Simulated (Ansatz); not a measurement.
The starting structures come from a database of crystals and need not be the phases stable at ambient conditions.

The decay constant κ of evanescent states in the gap governs leakage through a thin film.

Here is the system:

```
CELL_PARAMETERS angstrom
      4.50997     0.00000     0.00000
     -2.25498     3.90575     0.00000
      2.25498     1.30192     7.77838
ATOMIC_POSITIONS crystal
  Tl 0.00000 0.50000 0.50000
  Bi 0.00000 0.00000 0.00000
  Te 0.51478 0.25739 0.22783
  Te 0.48522 0.74261 0.77217
```

Space group of this cell: R-3m. The cell was relaxed by PBE-D3(BJ); by PBEsol its mean pressure is -0.5 GPa.

Transport runs along the normal of the first two printed cell vectors, the (001) plane of the conventional cell.

No gap correction and no spin-orbit coupling; mid-gap values are interpolated between computed energies.

### Question
Give the band gap and the smallest decay constant κ at mid-gap that PBEsol in Ansatz (a first-principles code) yields.

### Answer
Gap 0.27 eV on a 8×8×8 mesh; κ = 0.043 1/Å, at the zone centre.
